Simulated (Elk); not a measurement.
A self-consistent single point of MnAgO2 (C2/m, 4 atoms in the cell) with Elk.

Method of the run: PBEsol+U, all-electron FP-LAPW, Elk's shipped species files, APW+lo basis with extra local orbitals run with Elk.

```xyz
4
Lattice="2.7832 -1.4564 0.0000 2.7832 1.4564 0.0000 -1.3168 0.0000 6.2320" Properties=species:S:1:pos:R:3 pbc="T T T"
Mn     2.1248     0.0000     3.1160
Ag     0.0000     0.0000     0.0000
O      0.1202     0.0000     2.0916
O      4.1294     0.0000     4.1404
```
Moments meant for the start (each program seeds them in its own way; μB, in the order of the atoms Mn Ag O O): 4.0 0.0 0.0 0.0.

Reference input (self-consistent single point, DFT, PBEsol, all-electron FP-LAPW, Elk's shipped species files, APW+lo basis with extra local orbitals): xctype = 22; spinpol = true; rgkmax = 7.5; stype = 3; swidth = 0.00183747 Ha; ngridk = 7 7 3; reducebf = 0.5; gmaxvr = 14 1/bohr; nxlo = 2; lorbcnd = true; rmtscf = 0.82; lmaxi = 2. This run's input differs from it in these lines:

```diff
@@ -39,2 +39,6 @@
 
+dft+u
+  1 1   : dftu, inpdftu
+  1 2  0.146997  0.000000   : is, l, U, J
+
 avec
```

The program printed (abridged):

```
│ Self-consistent loop started │
│ Loop number : 1 │
 total energy                :     -6607.25868454
 total moment                :    3.900841979
│ Loop number : 2 │
 total energy                :     -6610.96802618
 total moment                :    4.326260441
RMS change in Kohn-Sham potential (target) :    1.861367728     (  0.1000000000E-05)
Absolute change in total energy (target)   :    3.709341633     (  0.1000000000E-03)
│ Loop number : 3 │
 total energy                :     -6606.27834001
 total moment                :    4.735457172
RMS change in Kohn-Sham potential (target) :    1.881207481     (  0.1000000000E-05)
   [... lines left out ...]
│ Loop number : 27 │
 total energy                :     -6622.41530012
 total moment                :    4.000713229
RMS change in Kohn-Sham potential (target) :   0.1369370409E-05 (  0.1000000000E-05)
Absolute change in total energy (target)   :   0.1072606001E-03 (  0.1000000000E-03)
│ Loop number : 28 │
 total energy                :     -6622.41532305
 total moment                :    4.000713227
RMS change in Kohn-Sham potential (target) :   0.5427054420E-06 (  0.1000000000E-05)
Absolute change in total energy (target)   :   0.3886427294E-05 (  0.1000000000E-03)
Convergence targets achieved

│ Loop number : 29 │

Energies :
 Fermi                       :     0.261072292669
 xc effective B-field        :    -0.296317588672
 external B-field            :      0.00000000000
 DFT+U                       :     0.254781971016
 total energy                :     -6622.41533818
 (external B-field energy excluded from total)

Density of states at Fermi energy :   0.5776189732E-01
 (states/Hartree/unit cell)

Estimated indirect band gap :   0.2098054977E-01
 from k-point      1 to k-point     41
Estimated direct band gap   :   0.2557638898E-01
 at k-point      1

Charges :
 core                        :    42.00000000
 valence                     :    46.00000000
 interstitial                :    7.086863519
 muffin-tins (core leakage)
  species :    1 (Mn)
   [... lines left out ...]
 interstitial                :   0.3262371626
 muffin-tins
  species :    1 (Mn)
   atom    1                 :    3.647473359
  species :    2 (Ag)
   atom    1                 :   0.9968479411E-02
  species :    3 (O)
   atom    1                 :   0.8517113164E-02
   atom    2                 :   0.8517113164E-02
 total in muffin-tins        :    3.674476065
 total moment                :    4.000713228

│ Self-consistent loop stopped │
```

The run converged in 29 iterations. The count includes the last loop, which Elk runs after its targets are met. Against the reference run a clean gap of 0.57 eV is found on the mesh, where there was none and the size of the net moment moves little (0.99 to 1.00 μB/atom).

The starting cell comes from a database of computed structures (which also holds hypothetical and non-ambient phases and stackings), without a prior relaxation at this level. Its lattice was rescaled by a random factor within 2.5 % of one. With one magnetic atom in the cell only a parallel order is possible. With U or open f shells several self-consistent states can exist. Values depend on the basis (sphere radii, cutoffs, local orbitals), which need not be converged.

Cost on one core of a shared machine: roughly 3 min.
